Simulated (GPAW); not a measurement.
Converging shifted k-point meshes: Cu (Fm-3m, 1 atom in the cell)

```xyz
1
Lattice="0.0000 1.8104 1.8104 1.8104 0.0000 1.8104 1.8104 1.8104 0.0000" Properties=species:S:1:pos:R:3 pbc="T T T"
Cu     0.0000     0.0000     0.0000
```

Method: PBE, GPAW PAW datasets PBE (gpaw-data 1.0.1) (plane waves; GPAW).

Base settings: mode = pw; ecut = 800 eV; xc = PBE; kpts = 10 10 10; mesh shift (steps) = 0 0 0; occupations.name = methfessel-paxton; occupations.width = 0.1 eV; occupations.order = 0; nbands = -9; convergence.forces = 0.001 eV/Å.

In this ladder: kpts_shift = 0.5 0.5 0.5.

Only quantities that move along the ladder and can be compared are tabulated.

The count of work is k-points × plane waves × bands × iterations; it is no time. 

The starting cell has typed, rounded lattice constants, without a prior relaxation at this level. Its lattice was rescaled by up to half a per cent. Spin polarisation is off.

| kpts | free energy less the last step's (meV/atom) | pressure (GPa) | count of work / last |
|---|---|---|---|
| 3 3 3 | 17.77 | 1.53 | 0.0017 |
| 5 5 5 | 3.48 | 1.82 | 0.0053 |
| 7 7 7 | 2.98 | 2.01 | 0.011 |
| 9 9 9 | 1.59 | 2.00 | 0.024 |
| 11 11 11 | -1.75 | 1.70 | 0.040 |
| 13 13 13 | -0.99 | 1.75 | 0.064 |
| 16 16 16 | -0.36 | 1.71 | 0.10 |
| 20 20 20 | 0.16 | 1.75 | 0.21 |
| 25 25 25 | 0.08 | 1.77 | 0.41 |
| 27 27 27 | 0.09 | 1.76 | 0.51 |
| 34 34 34 | 0.00 | 1.76 | 1.0 |

Coarsest kpts that holds the pressure within 0.1 GPa of the last step, with all finer ones: 11 11 11, at 0.040 of the last step's count of work; the step before is off by 0.24 GPa.

Coarsest kpts that holds the free energy within 0.5 meV/atom of the last step, with all finer ones: 16 16 16, at 0.10 of the last step's count of work; the step before is off by 0.99 meV/atom.

Two neighbours can agree and both be off: 7 7 7 and 9 9 9 differ by 0.00 GPa in the pressure, yet lie about 0.24 GPa from the last step.
